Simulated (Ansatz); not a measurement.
WPt (model structure, started from the CuAu type, P4/mmm, No. 123, 2 atoms in the cell)

Level of theory: PBEsol (plane waves, PAW; Ansatz, an electronic-structure program).

Settings: plane-wave cutoff 520 eV, 20×20×16 k mesh (along the axes of the cell as run), Fermi–Dirac smearing 0.05 eV, no spin polarisation, scalar-relativistic PAW data made under PBE.

Cell (relaxed at this level):

```yaml
crystal:
  lattice:
    - [2.71191, 0.00000, 0.00000]
    - [0.00000, 2.71191, 0.00000]
    - [0.00000, 0.00000, 4.10436]
  atoms:
    - { symbol: W, position: [0.50000, 0.50000, 0.50000] }
    - { symbol: Pt, position: [0.00000, 0.00000, 0.00000] }
```

```json
{
  "bulk_modulus": "324 GPa"
}
```

Note: the run has no spin polarisation, so it can have missed a magnetic state; the bulk modulus is −V dP/dV from two relaxed cells at ±2 % in volume; the relaxation could raise the start's symmetry but not lower it, so the cell can be a saddle point.

Spin–orbit coupling is not included.

Computed values are for the static lattice.

The result took very roughly 2.9 core-minutes.

A model structure was made by putting elements into a prototype or built by hand; it is no filed structure, need not be a known phase, and can be a saddle point held by its symmetry.
